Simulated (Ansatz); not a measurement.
Consider Ta in the bcc (W type) structure (space group Im-3m, No. 229; a = 3.282 Å; relaxed with 0.1 eV smearing).

All numbers come from PBEsol (Ansatz, a program for electronic structure), no spin-orbit coupling.

For the base:

```
Property   Result
--------  -------
Pressure  0.0 GPa
```

The change: the cell is scaled by 0.9900 in all directions, atoms relaxed at fixed cell.

What happens to the pressure?

The pressure goes from zero to 6.6 GPa.

What happens to the energy relative to the base?

The energy grows by 11 meV/atom.

The cells carry an imposed strain or load. Whether these cells are dynamically stable was not tested. All final runs are without spin polarisation.
